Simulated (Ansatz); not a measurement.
The cell is built on a prototype and need not be the phase stable at ambient conditions.

By PBEsol, the system below comes out a metal.

A figure of merit of an interconnect metal is its ballistic conductance per area.

```yaml
crystal:
  lattice:
    - [4.42350, 0.00000, 0.00000]
    - [-2.21175, 3.83086, 0.00000]
    - [2.21175, 1.27695, 1.80589]
  atoms:
    - { symbol: Pd, position: [0.00000, 0.00000, 0.00000] }
    - { symbol: Ge, position: [0.00000, 0.50000, 0.50000] }
```

Space group of this cell: Pm-3m, CsCl type. The cell was relaxed by PBE-D3(BJ); by PBEsol its mean pressure is -1.1 GPa.

The current flows along the normal of the first two printed cell vectors. No spin-orbit coupling; the value is a mean over 0.1 eV about the Fermi level.

State the ballistic conductance per area according to PBEsol run with Ansatz (a quantum-chemistry and plane-wave program).

1.0 × 10¹⁵ S/m² for both spins.
